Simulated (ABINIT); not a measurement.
# Several settings converged on Fe (Im-3m, 1 atom in the cell)

```
CELL_PARAMETERS angstrom
     -1.43070     1.43070     1.43070
      1.43070    -1.43070     1.43070
      1.43070     1.43070    -1.43070
ATOMIC_POSITIONS crystal
  Fe 0.00000 0.00000 0.00000
```
Moments meant for the start (each program seeds them in its own way; μB, in the order of the atoms Fe): 2.5.

Base method: PBE, norm-conserving pseudopotentials (PseudoDojo nc-sr-05 PBE standard) (plane waves; ABINIT 10.0.3).

Base settings: pseudos = [Fe.upf]; ecut = 90 Ry; nsppol = 2; occopt = 7; tsmear = 0.1 eV; ngkpt = 6 6 6; nshiftk = 1; shiftk = 0 0 0; potentials = PseudoDojo nc-sr-05 PBE standard; nband = 15.

The count of work is k-points × plane waves × bands × iterations; it is no time. Core times come from one kind of shared machine, to one figure; runs under 30 s give none.

**The cutoff for other potential files**

Level: DFT, PBE, plane waves, norm-conserving pseudopotentials (PseudoDojo nc-sr-05 PBE stringent).

In this ladder: potentials = PseudoDojo nc-sr-05 PBE stringent.

The second cell is the first with its lattice scaled by 0.98.

The mesh stays at the base's, so the ladder's end is converged at best in this setting alone.

Only quantities that move along the ladder and can be compared are tabulated.

| ecut | free energy less the last step's (meV/atom) | energy of the compressed cell less the first (meV/atom) | pressure (GPa) | net moment (μB/atom) | count of work / last |
|---|---|---|---|---|---|
| 54 Ry | 20645.15 | -72.46 | -886.30 | 2.178 | 0.12 |
| 64 Ry | 8169.98 | -6.19 | -494.36 | 2.224 | 0.15 |
| 82 Ry | 933.39 | 8.29 | -106.90 | 2.222 | 0.19 |
| 100 Ry | 41.92 | -0.36 | -14.79 | 2.222 | 0.25 |
| 118 Ry | 1.52 | -1.66 | -6.82 | 2.222 | 0.36 |
| 142 Ry | 0.95 | -1.66 | -6.76 | 2.222 | 0.43 |
| 176 Ry | 0.55 | -1.66 | -6.76 | 2.222 | 0.65 |
| 236 Ry | 0.00 | -1.66 | -6.77 | 2.222 | 1.0 |

Coarsest ecut that holds the free energy within 2 meV/atom of the last step, with all finer ones: 118 Ry, at 0.36 of the last step's count of work; the step before is off by 42 meV/atom.

Coarsest ecut that holds the pressure within 0.2 GPa of the last step, with all finer ones: 118 Ry, at 0.36 of the last step's count of work; the step before is off by 8.0 GPa.

Coarsest ecut that holds the energy of the compressed cell less the first within 2 meV/atom of the last step, with all finer ones: 100 Ry, at 0.25 of the last step's count of work; the step before is off by 9.9 meV/atom.

The energy difference between the two cells stays within 1 meV/atom of the last step's from 118 Ry on, the total only from 142 Ry on: much of the error is common to both cells and cancels.

At the lowest cutoff the pressure lies 880 GPa under the last step's, the usual sign of Pulay stress in an incomplete plane-wave basis.

**The relaxed cell against the cutoff**

In this ladder: ionmov = 2; ntime = 40; tolmxf = 0.0002 Ha/bohr; optcell = 2; dilatmx = 1.08; ecutsm = 0.5 Ha.

The mesh stays at the base's, so the ladder's end is converged at best in this setting alone.

Only quantities that move along the ladder and can be compared are tabulated.

```tsv
ecut	relaxed volume (Å³/atom)	relaxation steps	core time / last (rough)
44 Ry	12.650	12	0.5
54 Ry	13.257	32	2
62 Ry	11.744	8	0.5
76 Ry	11.358	6	0.5
90 Ry	11.356	4	0.3
108 Ry	11.355	4	0.5
136 Ry	11.355	4	0.6
180 Ry	11.355	4	1
```

Coarsest ecut that holds the relaxed volume within 0.057 Å³/atom of the last step, with all finer ones: 76 Ry; the step before is off by 0.39 Å³/atom.

At the lowest cutoff the cell relaxes to a volume 11 % larger than at the highest.

On the base run: the starting cell has typed, rounded lattice constants, without a prior relaxation at this level. Its lattice was rescaled by up to half a per cent. With one magnetic atom in the cell only a parallel order is possible. Without a gap this mesh is coarse (it stands for a supercell whose shortest vector is 15 Å).
